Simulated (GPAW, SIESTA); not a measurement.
A GPAW input for a self-consistent single point of AlN (F-43m, 2 atoms in the cell) (DFT PBE, plane waves, GPAW PAW datasets PBE (gpaw-data 1.0.1)):

```python
from ase import Atoms
from ase.units import GPa
from gpaw import GPAW, PW, FermiDirac

atoms = Atoms(['Al', 'N'],
              cell=[[0.000000, 2.149947, 2.149947],
                    [2.149947, 0.000000, 2.149947],
                    [2.149947, 2.149947, 0.000000]],
              scaled_positions=[[0.000000, 0.000000, 0.000000],
                                [0.750000, 0.750000, 0.750000]],
              pbc=True)

calc = GPAW(mode=PW(950),
            xc='PBE',
            kpts=(9, 9, 9),
            occupations=FermiDirac(0.05),
            nbands=-8,
            convergence={'density': 1e-05, 'bands': -6},
            symmetry={'symmorphic': False, 'tolerance': 0.0005},
            maxiter=150,
            txt='-')

atoms.calc = calc

energy = atoms.get_potential_energy()
print('Energy (eV):', round(energy, 6))
forces = atoms.get_forces()
print('Forces (eV/Ang):')
print(forces.round(5))
stress = atoms.get_stress()
print('Stress (GPa, Voigt):', (stress / GPa).round(4))
```

**Question.** Write the same calculation as an input for SIESTA.

**Answer.** One input that does it (others would too):

```
# files in the folder: Al.psml N.psml (PseudoDojo PBE standard)
SystemName  AlN
SystemLabel siesta

NumberOfAtoms                2
NumberOfSpecies              2
%block ChemicalSpeciesLabel
  1 13 Al
  2 7 N
%endblock ChemicalSpeciesLabel
LatticeConstant              1.0 Ang
%block LatticeVectors
     0.000000000    2.149947000    2.149947000
     2.149947000    0.000000000    2.149947000
     2.149947000    2.149947000    0.000000000
%endblock LatticeVectors
AtomicCoordinatesFormat      ScaledCartesian
%block AtomicCoordinatesAndAtomicSpecies
     0.000000000    0.000000000    0.000000000  1
     3.224920500    3.224920500    3.224920500  2
%endblock AtomicCoordinatesAndAtomicSpecies

XC.functional                GGA
XC.authors                   PBE
PAO.BasisSize                DZP
PAO.EnergyShift              0.01 Ry
MeshCutoff                   350 Ry
%block kgrid.MonkhorstPack
    9   0   0  0.0
    0   9   0  0.0
    0   0   9  0.0
%endblock kgrid.MonkhorstPack
OccupationFunction           FD
ElectronicTemperature        50.0 meV

MaxSCFIterations             150
SCF.Mixer.Method             Pulay
SCF.Mixer.Weight             0.1
SCF.Mixer.History            6
SCF.DM.Tolerance             1.0E-05
Diag.ParallelOverK           true
WriteForces                  true
Charge.Mulliken              end
```

Basis, cutoffs, solver keys and any potentials are the target program's own. This input uses DFT, GGA PBE, numerical atomic orbitals DZP, PseudoDojo PBE standard norm-conserving potentials (rewritten from UPF to PSML). Both were run: gap on the mesh 3.523 eV in GPAW and 3.519 in SIESTA.

On GPAW: the starting cell comes from a database of computed structures (which also holds hypothetical and non-ambient phases and stackings), without a prior relaxation at this level. Its lattice was rescaled by a random factor within 2.5 % of one. For this run, on top of that: lattice scaled by 0.98.

On SIESTA: the starting cell comes from a database of computed structures (which also holds hypothetical and non-ambient phases and stackings), without a prior relaxation at this level. Its lattice was rescaled by a random factor within 2.5 % of one. For this run, on top of that: lattice scaled by 0.98. Values carry the incompleteness of an atom-centred basis. With a pressure of about 18 GPa the cell is away from its equilibrium volume at this level.
